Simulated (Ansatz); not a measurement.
Cells marked so need not be the phases stable at ambient conditions, and some may be hypothetical.

No gap correction and no spin-orbit coupling; mid-gap values are interpolated between computed energies.

A. KAg2AsO4 (I-42m, not sure to be the ambient phase, 8 atoms a cell, 16.3 Å³ an atom, -5 GPa at this level), along the normal of (111)
B. TlAgI₂ (I4/mcm, not sure to be the ambient phase, 8 atoms a cell, 32.7 Å³ an atom), along the normal of (100)
C. LaBiSe2O (P4/nmm, not sure to be the ambient phase, 10 atoms a cell, 24.7 Å³ an atom), along the normal of (110)
D. Cs2PdCl4 (P4/mmm, not sure to be the ambient phase, 7 atoms a cell, 37.6 Å³ an atom), along the normal of (111)
E. CaPdF6 (R-3, not sure to be the ambient phase, 8 atoms a cell, 14.0 Å³ an atom), along the normal of (100)

Problem. Rank these by mid-gap decay constant of the slowest evanescent state (lowest first), as r2SCAN (Ansatz, a quantum-chemistry and plane-wave program) gives it.

Solution. C (0.07 1/Å), A (0.15 1/Å), B (0.22 1/Å), D (0.42 1/Å), E (0.58 1/Å)
